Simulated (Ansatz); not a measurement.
Start from Ge in the diamond structure (space group Fd-3m, No. 227; a = 5.762 Å).

Structures relaxed with Ansatz (a quantum-chemistry and plane-wave program), PBE, PAW, cutoff 420 eV, spin-orbit coupling left out.

Base:

Simulated powder pattern, Cu Kα1, λ = 1.54056 Å (kinematic, ideal powder, no thermal factors, no anomalous dispersion; the 14 strongest lines at most, above 2 %, up to 2θ = 90°):

```csv
2θ (°),I/Imax (%),hkl
26.78,100,(111)
44.44,75,(220)
52.64,46,(311)
64.66,12,(400)
71.29,18,(331)
81.83,24,(422)
88.00,14,(333)
```

After one change:

Simulated powder pattern, Cu Kα1, λ = 1.54056 Å (kinematic, ideal powder, no thermal factors, no anomalous dispersion; the 14 strongest lines at most, above 2 %, up to 2θ = 90°):

```json
[
 {"2θ (°)": "22.89", "I/Imax (%)": "30"},
 {"2θ (°)": "24.78", "I/Imax (%)": "51"},
 {"2θ (°)": "31.91", "I/Imax (%)": "51"},
 {"2θ (°)": "38.48", "I/Imax (%)": "100"},
 {"2θ (°)": "41.37", "I/Imax (%)": "61"},
 {"2θ (°)": "45.25", "I/Imax (%)": "29"},
 {"2θ (°)": "46.31", "I/Imax (%)": "9.3"},
 {"2θ (°)": "50.83", "I/Imax (%)": "13"},
 {"2θ (°)": "57.77", "I/Imax (%)": "22"},
 {"2θ (°)": "65.51", "I/Imax (%)": "12"},
 {"2θ (°)": "69.61", "I/Imax (%)": "17"},
 {"2θ (°)": "71.58", "I/Imax (%)": "23"},
 {"2θ (°)": "73.10", "I/Imax (%)": "11"},
 {"2θ (°)": "82.46", "I/Imax (%)": "10"}
]
```

Question: Which of these changes matches the shifts?
A) x(Cd) = 0.833, 6 atoms, Imm2
B) x(Cd) = 0.25, 4 atoms, P-4m2
C) x(Cd) = 0.5, 6 atoms, P3m1
D) x(Cd) = 0.625, 8 atoms, R3m

Answer: C, x(Cd) = 0.5, 6 atoms, P3m1. Its volume per atom is 24.49 Å³ against 23.91 Å³, and its space group is P3m1 (No. 156).

Each cell is one ordered arrangement of few atoms, which overstates ordering effects compared with a random alloy. Whether these cells are dynamically stable was not tested. All final runs are without spin polarisation. Under x(Cd) = 0.5, 6 atoms, P3m1, x(Cd) = 0.833, 6 atoms, Imm2 and x(Cd) = 0.625, 8 atoms, R3m and more the cell changed shape so far that it is another structure.
